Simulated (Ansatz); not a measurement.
# A computed series for Nb2SnC: pressure series

Take Nb₂SnC (space group P6_3/mmc, No. 194; a = 3.2299 Å, c = 13.7617 Å; a cell from a computed database, its experimental status unchecked) as the base.

Cell and atoms are relaxed at each pressure.

The values are results of PBEsol (Ansatz, a first-principles code; PAW; 420 eV plane waves; no spin-orbit coupling), not measurements.

```tsv
case	c/a ratio	density
base	4.261	8.45 g/cm³
pressure 0.3 GPa	4.261	8.47 g/cm³
pressure 0.7 GPa	4.262	8.49 g/cm³
pressure 1.5 GPa	4.263	8.52 g/cm³
pressure 3 GPa	4.265	8.59 g/cm³
```

Load acts through the strain it causes; cell and atoms are relaxed under it. No phonon test of stability was made. All final runs are without spin polarisation.
